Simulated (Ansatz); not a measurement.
The reference is PbO₂ (space group Pbcn, No. 60).

```xyz
12
Lattice="5.0641 0.0000 0.0000 0.0000 5.9351 0.0000 0.0000 0.0000 5.4796" Properties=species:S:1:pos:R:3 pbc="T T T"
Pb     2.5320     1.0765     4.1097
Pb     2.5320     4.8586     1.3699
Pb     0.0000     1.8910     1.3699
Pb     0.0000     4.0441     4.1097
O      1.3425     0.5432     2.3594
O      3.7215     5.3919     3.1202
O      1.1895     2.4244     5.0992
O      3.8745     3.5107     0.3804
O      3.8745     2.4244     3.1202
O      1.1895     3.5107     2.3594
O      3.7215     0.5432     0.3804
O      1.3425     5.3919     5.0992
```

Computed with Kohn–Sham DFT with the PBEsol functional, run in Ansatz (a program for electronic structure) with PAW and 420 eV plane waves, scalar-relativistic without spin-orbit coupling.

Base values:

The volume per atom is 13.72 Å³.

Perturbation: a hydrostatic pressure of 10 GPa.

Q: What does the calculation give for the volume per atom after the change?

A: The volume per atom drops by 1.369 Å³ (13.72 Å³ → 12.36 Å³).

Load acts through the strain it causes; cell and atoms are relaxed under it. Whether these cells are dynamically stable was not tested. No other phases were tried under pressure. The final runs are not spin-polarised.
